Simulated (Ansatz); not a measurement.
# zinc-blende GaP: the defect Mg on the Ga site (Mg_Ga)

Computed with PBE, PAW (plane waves to 420 eV; Ansatz, a quantum-chemistry and plane-wave program). The supercell holds 64 host sites (2×2×2 repeats of a cell of 8 atoms), with a 2×2×2 shifted k-point sampling for the final energies. Site at the start: the Ga site. Finite-size correction: monopole term and site-potential alignment. Dielectric constants: PBE linear response of the host. Host gap at this level: 1.57 eV. A cell of this size leaves errors of a few tenths of an eV. The semilocal functional narrows the gap, so deep levels can fall outside it. Spin–orbit coupling is left out. Each state is the lowest found from its start.

Charges with a result: +1, 0, −1. Others weren't obtained, and one of them could lie lower, also by skipping a charge.

```json
[
 {"charge": "+1*", "moment (μB)": "not spin-polarised", "largest move off a lattice site (Å)": "0.10", "image correction with alignment (eV)": "–"},
 {"charge": "0*", "moment (μB)": "fractional", "largest move off a lattice site (Å)": "0.10", "image correction with alignment (eV)": "–"},
 {"charge": "−1", "moment (μB)": "not spin-polarised", "largest move off a lattice site (Å)": "0.09", "image correction with alignment (eV)": "0.17"}
]
```

* At this level the carrier isn't localised at the defect: at charge +1 holes occupy the valence band; at charge 0 holes occupy the valence band. Such a state is shallow or no state of the defect, and this cell gives it no level.
